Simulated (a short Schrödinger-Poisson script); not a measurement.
Structure: single Ge/Si0.15Ge0.85 quantum well.

```
layer      material  thickness (nm)
-----  ------------  --------------
1      Si0.15Ge0.85              20
2                Ge              10
3      Si0.15Ge0.85              20
```

The device is made up for the run: typed textbook-type constants, with dimensions and the other settings drawn at random. Ge: direct gap (eV) 0.88, conduction-band edge (eV) 0, electron mass (mₑ) 0.041, heavy-hole mass 0.21, light-hole mass 0.046. Si0.15Ge0.85: direct gap (eV) 1.36, conduction-band edge (eV) 0.4, electron mass (mₑ) 0.053, heavy-hole mass 0.24, light-hole mass 0.06.

The valence-band edge of each layer lies one gap below its conduction-band edge. The electron's potential energy rises along the stack by the applied field. Mesh 0.03 nm at interfaces.

Q: Estimate e1 and hh1 for infinitely high walls at zero field, and compare with the finite well.

A: ħ²π²/(2mL²) gives 91.7 meV for the electron and 17.9 meV for the heavy hole. The finite well gives 50.3 and 10.2 meV, 0.55 and 0.57 of the estimates, as the states reach into the barriers (3 % of e1 lies outside the well).

From a short Schrödinger-Poisson script (our own, NumPy): one-band effective-mass equation with BenDaniel-Duke matching, electrons, heavy and light holes apart, hard walls at the outer ends, one valence edge for both holes (no strain splitting), no charge, excitons, band mixing or non-parabolicity; under a field the levels are quasi-bound states of a box, listed while three quarters of their weight lies within 4 nm of the wells.
